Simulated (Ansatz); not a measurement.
Here is the system:

```xyz
1
Lattice="-1.5679 1.5679 1.5679 1.5679 -1.5679 1.5679 1.5679 1.5679 -1.5679" Properties=species:S:1:pos:R:3 pbc="T T T"
W      0.0000     0.0000     0.0000
```

Computed with LDA, DFPT electron-phonon coupling, linearised Boltzmann equation (plane waves, PAW, scalar-relativistic; Ansatz, a program for electronic structure). Condition of this run: functional LDA. How the cell was made: relaxed with this functional, without spin-orbit coupling.

### Question
What phonon-limited resistivity does this give at 300 K?

### Answer
5.0 μΩ·cm.

### Question
And the electrons' mean free path at that temperature?

### Answer
16.5 nm, weighted by the current that each state carries. Wires not much wider than this gain resistivity from their walls.

A metal at this level (no band gap). Only scattering by harmonic phonons is included (no impurities, grain boundaries, electron-electron scattering or thermal expansion). Spin-orbit coupling is left out, which matters with elements this heavy. The squared frequency of the phonon mode least converged on the k mesh is uncertain by 19 %. The run warned that the eigensolver left some states short of its tolerance. Halving the electron mesh (36x36x36) moves the resistivity by up to 9 % at 300 K, the mean free path by up to 9 %. Smearing 0.20 eV; phonons on a 6x6x6 q mesh, which this run doesn't test.
